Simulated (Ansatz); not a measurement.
## RuAl: energy against volume

RuAl (CsCl type, Pm-3m, 13.265 Å³/atom and stress up to 0.01 GPa in the relaxed cell, cube axes along x, y and z) under hydrostatic pressure, with the cell free. r2SCAN in Ansatz, a plane-wave DFT program (PAW, default set), 500 eV, 16×16×16 Γ-centred mesh, Fermi-Dirac smearing 0.05 eV; ions are relaxed, or left where forces stay under 0.02 eV/Å, within the symmetry of each cell.

Here V stands for volume and E for E less E0.

```csv
volume (Å³/atom),E less E0 (meV/atom),pressure (GPa)
13.3886,0.81,-2.00
13.3263,0.21,-1.00
13.2654,0.00,0.00
13.2121,0.13,0.90
13.1426,0.76,2.10
13.0096,3.44,4.49
12.7766,13.12,8.99
12.4972,33.86,14.99
11.9121,?,?
```

Q: Using the third-order Birch-Murnaghan form, a cubic in V^(-2/3), estimate the missing E at V = 11.9121 from the other rows, showing the fit.

A: With u = V^(-2/3) - 0.1802, the rows have u = -0.0028451, -0.0022928, -0.0017487, -0.0012691, -0.0006388, 0.0005829, 0.0027742, 0.0054913. Least squares gives E = 1.919 + 2231.1·u + 649197·u² + 682452·u³. Residuals (row less fit): -0.001, 0.002, 0.001, -0.002, 0.001, 0.000, 0.001, 0.000; standard error 0.002 (degrees of freedom: 4). Its minimum lies at u = -0.0017230, so V0 = (0.1784770)^(-3/2) = 13.26. There d²E/du² = 1291000 and d³E/du³ = 4095000, so B0 = (4/9) × 13.26^(-7/3) × 1291000 × 0.160218 = 221 GPa (the last factor turns the table's units into GPa), and B0' = 4 + (2/3) × 0.1784770 × (4095000)/1291000 = 4.4. B0' rests on the cubic coefficient alone and has a standard error of 0.1 from these residuals. At the withheld row, u = 0.0115231, so E = 1.919 + 2231.1 × 0.0115231 + 649197 × 0.0115231² + 682452 × 0.0115231³ = 114.874 meV/atom. The calculation gives 114.76 meV/atom, 0.114 meV/atom below the prediction (0.1 % of the range of E in the table). The row lies outside the fitted rows, so this is an extrapolation. The scatter of the fitted rows lies at the last printed digit.

In a metal these values are sensitive to mesh and smearing; energies are taken to zero smearing, stresses follow the free energy. The runs aren't spin-polarised. Other structures, which can take over under pressure, weren't tried. The same form fitted to the pressure column gives B0' = 4.3; series where the two differ by over 0.4 aren't shown. Rows are the converged runs of the series near zero and its far end, less any whose ions stayed unrelaxed beside relaxed ones; series whose fitted rows scatter by over a few per cent of the range, as at a crossing or softening among them, aren't shown in this form.
